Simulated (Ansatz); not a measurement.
The parent structure is TlBr in the zinc blende structure (space group F-43m, No. 216; a = 7.311 Å; a hypothetical phase, not in the database extracts checked).

One thing is altered: a hydrostatic pressure of 9 GPa.

Levels (all Ansatz, an electronic-structure program, PAW): PBEsol (420 eV, no SOC); HSE06+SOC (420 eV, spin-orbit coupling included).

The geometry is relaxed with PBEsol.

| Item | Value |
|---|---|
| PBEsol band gap | 1.63 eV |

With HSE06+SOC at the same geometry, the band gap increases by 0.45 eV (1.63 eV → 2.08 eV).

Single points use the geometry relaxed with PBEsol. HSE06 was sampled on its mesh, a few special points and the semilocal edge points, so its gap is an upper bound. Differences between runs with and without spin-orbit coupling are approximate. Spin-orbit coupling, missing from the scalar runs, can matter with Tl. Load acts through the strain it causes; cell and atoms are relaxed under it. Whether these cells are dynamically stable was not tested. No other phases were tried under pressure.
